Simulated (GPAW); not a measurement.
Input and output of a self-consistent single point for AlV2C (P6_3/mmc, 8 atoms in the cell) (GPAW).

Method: PBE, GPAW PAW datasets PBE (gpaw-data 1.0.1) (plane waves; GPAW 25.7.0).

The change in words: lattice scaled by 0.98. Reference geometry:
```xyz
8
Lattice="2.8749 0.0000 0.0000 -1.4374 2.4897 0.0000 0.0000 0.0000 13.0472" Properties=species:S:1:pos:R:3 pbc="T T T"
Al     0.0000     1.6598     3.2618
Al     1.4374     0.8299     9.7854
V      0.0000     1.6598     7.6506
V      1.4374     0.8299     5.3966
V      1.4374     0.8299     1.1270
V      0.0000     1.6598    11.9201
C      0.0000     0.0000     0.0000
C      0.0000     0.0000     6.5236
```

Reference input (self-consistent single point, DFT PBE, plane waves, GPAW PAW datasets PBE (gpaw-data 1.0.1)): mode = pw; ecut = 950 eV; xc = PBE; kpts = 11 11 2; mesh shift (steps) = 0 0 0; occupations.name = fermi-dirac; occupations.width = 0.1 eV; nbands = -14; convergence.forces = 0.001 eV/Å; symmetry.symmorphic = false; symmetry.tolerance = 0.0005; maxiter = 100. This run's input differs from it in these lines:

```diff
@@ -5,5 +5,5 @@
 atoms = Atoms(['Al', 'Al', 'V', 'V', 'V', 'V', 'C', 'C'],
-              cell=[[2.874895, 0.000000, 0.000000],
-                    [-1.437447, 2.489732, 0.000000],
-                    [0.000000, 0.000000, 13.047159]],
+              cell=[[2.817397, 0.000000, 0.000000],
+                    [-1.408698, 2.439937, 0.000000],
+                    [0.000000, 0.000000, 12.786216]],
               scaled_positions=[[0.333333, 0.666667, 0.250000],
```

Log, with long lists cut:

```
     iter     time        total  log10-change:
                         energy   eigst   dens  force
iter:   1 --:--:--   -69.026241
iter:   2 --:--:--   -67.348857   -0.26  -1.17
iter:   3 --:--:--   -63.385338   -0.10  -1.22
iter:   4 --:--:--   -63.426477   -1.36  -1.59
iter:   5 --:--:--   -63.797094   -1.20  -1.58
iter:   6 --:--:--   -63.908730   -0.76  -1.61
iter:   7 --:--:--   -63.576570   -2.17  -1.88
iter:   8 --:--:--   -63.536874   -2.45  -2.08
iter:   9 --:--:--   -63.520090   -2.92  -2.20
iter:  10 --:--:--   -63.494088   -2.01  -2.34
iter:  11 --:--:--   -63.489930c  -3.01  -2.72
iter:  12 --:--:--   -63.489007c  -3.72  -2.96
iter:  13 --:--:--   -63.489970c  -3.58  -3.35
iter:  14 --:--:--   -63.488947c  -4.34  -3.21
iter:  15 --:--:--   -63.488937c  -4.47  -3.65
iter:  16 --:--:--   -63.488947c  -5.79  -3.85
iter:  17 --:--:--   -63.489004c  -5.12  -4.13c
iter:  18 --:--:--   -63.488951c  -5.49  -4.00c
iter:  19 --:--:--   -63.488948c  -6.68  -4.43c
iter:  20 --:--:--   -63.488966c  -5.96  -4.54c
iter:  21 --:--:--   -63.488952c  -6.36  -4.32c
iter:  22 --:--:--   -63.488951c  -7.19  -5.22c
iter:  23 --:--:--   -63.488954c  -8.12c -5.26c
iter:  24 --:--:--   -63.488952c  -8.49c -5.11c -3.52c
Converged after 24 iterations.

Dipole moment: (0.000000, 0.000000, 0.000000) |e|*Ang

Energy contributions relative to reference atoms: (reference = -118544.085009)

Kinetic:        +57.585324
Potential:      -50.402410
External:        +0.000000
XC:             -71.212792
Entropy (-ST):   -0.123906
Local:           +0.602880
SIC:             +0.000000
--------------------------
Free energy:    -63.550906
Extrapolated:   -63.488952

Showing only first 2 kpts
 Kpt  Band  Eigenvalues  Occupancy
  0    31     10.10932    1.89269
  0    32     10.12683    1.87345
  0    33     10.12685    1.87342
  0    34     11.06936    0.00239

  1    31     10.11802    1.88350
  1    32     10.11805    1.88347
  1    33     10.11805    1.88347
  1    34     11.08932    0.00195

Fermi level: 10.39632

No gap
   [... lines left out ...]
  2 V    -0.00000    0.00000    0.78363
  3 V    -0.00000   -0.00000   -0.78363
  4 V    -0.00000   -0.00000    0.78363
  5 V    -0.00000    0.00000   -0.78363
  6 C    -0.00000    0.00000    0.00000
  7 C     0.00000    0.00000    0.00000

Stress tensor:
    -0.140237     0.000000     0.000000
     0.000000    -0.140237     0.000000
     0.000000     0.000000    -0.138901
Stress (GPa, Voigt): [-22.4684 -22.4684 -22.2544   0.       0.       0.    ]
```

The run converged in 24 iterations. GPAW prints stress with tension positive. Against the reference run the free energy goes up by 61.1 meV/atom and the largest force goes from 0.080 to 0.784 eV/Å.

At such cutoffs GPAW's stress carries a finite-basis (Pulay) error, which enters relaxed cells too; its log prints stress with tension positive.

The starting cell comes from a database of computed structures (which also holds hypothetical and non-ambient phases and stackings), without a prior relaxation at this level. Its lattice was rescaled by a random factor within 2.5 % of one. For this run, on top of that: lattice scaled by 0.98. Spin polarisation is off.

Cost on one core of a shared machine: roughly 7 min.
